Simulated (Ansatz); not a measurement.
Consider ZnO in the wurtzite structure (space group P6_3mc, No. 186).

```
ZnO
1.0
    3.23524     0.00000     0.00000
   -1.61762     2.80180     0.00000
    0.00000     0.00000     5.21128
Zn O
2 2
Direct
  0.66667   0.33333   0.00243
  0.33333   0.66667   0.50243
  0.66667   0.33333   0.62277
  0.33333   0.66667   0.12277
```

Levels (all Ansatz, a quantum-chemistry and plane-wave program, PAW, earlier PAW set): r2SCAN (500 eV, no spin-orbit coupling); HSE06 (420 eV, without spin-orbit coupling).

Its gap is 1.23 eV with r2SCAN and 2.52 eV with HSE06.

The change: full substitution Zn → Mg, then cell and atoms are relaxed.

With r2SCAN the gap becomes 4.22 eV.

Q: If the HSE06 correction stayed the same, what would the HSE06 gap be, and what does the HSE06 run give?

A: A rigid correction of +1.29 eV gives 5.51 eV. The HSE06 run gives 5.15 eV, so the correction itself changes by -0.36 eV.

Single points use the geometry relaxed with r2SCAN. Stability against distortions was not tested. For MgO in this form, whether it has been made was not checked. This is not the structure that MgO has at room temperature and ambient pressure.
